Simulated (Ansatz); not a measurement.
Take GeSe₂ (space group I-42d, No. 122; a = 5.791 Å, c = 9.605 Å; a cell from a computed database, its experimental status unchecked) as the base. Axes: x, y, z lie along a, b, c of the conventional cell.

Computed with Ansatz (a program for electronic structure), PBEsol, PAW, cutoff 420 eV, scalar-relativistic without spin-orbit coupling.

Strains are applied to the cell and any free atomic positions relax; under biaxial strain the out-of-plane vector relaxes too.

One change was made to it. Results:

```csv
quantity,base,after
energy relative to the base (free energy F),0 meV/atom,+4.3 meV/atom
shortest interatomic distance,237.5 pm,236.7 pm
```

Q: What was done to the base?
A. biaxial strain −4.03 %, plane normal [001], relaxed out of plane
B. isotropic strain +2.68 %
C. tensor shear ε_xz = −2.46 %

A: C, tensor shear ε_xz = −2.46 %. For comparison, the energy relative to the base in the other runs: isotropic strain +2.68 % gives +10 meV/atom; biaxial strain −4.03 %, plane normal [001], relaxed out of plane gives +2.6 meV/atom.

Stability against distortions was not tested.
